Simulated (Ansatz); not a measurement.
A (5,5) blue phosphorus nanotube, relaxed period 3.299 Å, atoms relaxed at each strain.

```
strain  energy (meV a period)  axial force (nN)
------  ---------------------  ----------------
-0.015                  +41.8             -2.79
+0.015                  +38.9             +2.43
```

Computed with PBE (plane waves to 420 eV, PAW; Ansatz, a program for electronic structure). Mesh 1×1×10. No spin polarisation. One-dimensional cell, images about 11 Å apart. A hypothetical model, rolled from the flat sheet. Symmetry and one short period hold its shape; lower forms weren't sought. Buckling under compression is shut out by symmetry and the short period. Energies are free energies at a Fermi–Dirac width of 0.02 eV, from the unstrained cell.

Mean diameter 9.21 Å.

### Question
Work out the axial stiffness dF/dε in two ways, and what it means for a modulus.

### Answer
From the forces: (+2.43 − (-2.79))/0.030 = 174 nN. From the energies: (E₊ + E₋)/(ε² c) = 0.0807 eV/(0.015² × 3.299 Å) = 108.7 eV/Å = 174 nN. The two agree to within 1 %. Spread over the circumference π × 9.21 Å, the force value is a sheet stiffness of 60 N/m.
